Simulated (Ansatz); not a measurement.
## Equilibrium lattice constant a of TaRh3 (model structure, started from the A15 type, Pm-3n, No. 223, 8 atoms in the cell) at several levels of theory

No measured value is used here.

| level (code) | value (Å) |
|---|---|
| LDA (Ansatz) | 4.875 |
| PBEsol (Ansatz) | 4.910 |
| r²SCAN (Ansatz) | 4.933 |

The crystal itself was run without spin with LDA, PBEsol, r²SCAN; a magnetic state was not tried in these runs. Density-functional levels without +SOC have no spin–orbit coupling. LDA, PBEsol, r²SCAN: the run has no spin polarisation, so it can have missed a magnetic state. Cutoffs differ between the levels. Ansatz's density-functional and Hartree–Fock values are scalar-relativistic unless marked +SOC, with PAW data made under PBE.

A model structure was made by putting elements into a prototype or built by hand; it is no filed structure, need not be a known phase, and can be a saddle point held by its symmetry.

Ansatz is a program for electronic structure.
